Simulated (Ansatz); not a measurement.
**Al2O3: response to strain**

Take Al$_{2}$O$_{3}$ in the corundum structure (space group R-3c, No. 167; a = 4.7292 Å, c = 12.8916 Å (hexagonal axes)) as the base. Axes: x lies along a and z along c of the hexagonal cell.

Strains are applied to the cell and any free atomic positions relax; under biaxial strain the out-of-plane vector relaxes too.

The values are results of Kohn–Sham DFT with the LDA functional, run in Ansatz (a first-principles code) with PAW and 420 eV plane waves, no spin-orbit coupling, not measurements.

Notes on the quantities. energy relative to the base: free energy F; in-plane stress: mean in-plane stress (compression positive).

```tsv
case	electron mass	energy relative to the base	in-plane stress
base	0.43 mₑ along c, 0.39 mₑ across (at Γ)	0 meV/atom	–
biaxial strain +0.75 %, plane normal [001], relaxed out of plane	(withheld)	(withheld)	(withheld)
biaxial strain +1.50 %, plane normal [001], relaxed out of plane	0.43 mₑ out of plane, 0.37 mₑ in plane (at Γ)	+6.8 meV/atom	-8.5 GPa
biaxial strain +2.25 %, plane normal [001], relaxed out of plane	0.43 mₑ out of plane, 0.37 mₑ in plane (at Γ)	+15 meV/atom	-12.4 GPa
```

**Question.** What belongs in the blanks?

**Answer.** 
- biaxial strain +0.75 %, plane normal [001], relaxed out of plane, electron mass: 0.43 mₑ out of plane, 0.38 mₑ in plane (at Γ)
- biaxial strain +0.75 %, plane normal [001], relaxed out of plane, energy relative to the base: +1.7 meV/atom
- biaxial strain +0.75 %, plane normal [001], relaxed out of plane, in-plane stress: -4.3 GPa

The levels and masses belong to the bands next to the band gap. Effective masses come from finite differences of ±0.01 Å⁻¹. Whether these cells are dynamically stable was not tested.
